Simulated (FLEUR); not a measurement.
Band structure of Ge (Fd-3m, 2 atoms in the cell).

```
Ge
1.0
    0.00000     2.82012     2.82012
    2.82012     0.00000     2.82012
    2.82012     2.82012     0.00000
Ge
2
Direct
  0.50000   0.50000   0.50000
  0.75000   0.75000   0.75000
```

Method: FLEUR with PBE, all-electron FLAPW (FLEUR), scalar-relativistic valence.

Settings: Kmax = 3.8 1/bohr; GmaxXC = 15.2 1/bohr; xcFunctional = pbe; jspins = 1; l_soc = F; mode = hist; fermiSmearingEnergy = 0.00367493 Htr; mesh (inpgen div1-3) = 8 8 8; inpgen gamma flag = true; Gmax = 15.2 1/bohr; numbands = 0; maxIterBroyd = 15; imix = Anderson; alpha = 0.05.

The starting cell comes from a database of computed structures (which also holds hypothetical and non-ambient phases and stackings), without a prior relaxation at this level. Its lattice was rescaled by a random factor within 2.5 % of one. Values depend on the basis (sphere radii, cutoffs, local orbitals), which need not be converged.

These are the values that this program gave, and no reference: the default basis lacks the next d shell.

Levels in eV from the Fermi level, bands 11 to 18:
| point | 11 | 12 | 13 | 14 | 15 | 16 | 17 | 18 |
|---|---|---|---|---|---|---|---|---|
| Γ | -13.02 | -0.09 | -0.02 | -0.02 | -0.02 | 2.64 | 2.64 | 2.64 |
| X | -9.09 | -9.09 | -3.26 | -3.26 | 0.83 | 0.83 | 9.70 | 9.70 |
| W | -8.99 | -8.99 | -4.08 | -4.08 | 4.39 | 4.39 | 5.04 | 5.04 |
| K | -9.57 | -8.50 | -4.52 | -2.80 | 1.24 | 4.24 | 7.29 | 7.68 |
| L | -10.91 | -7.81 | -1.53 | -1.53 | 0.16 | 4.03 | 4.03 | 7.13 |
| U | -9.57 | -8.50 | -4.52 | -2.80 | 1.24 | 4.24 | 7.29 | 7.68 |
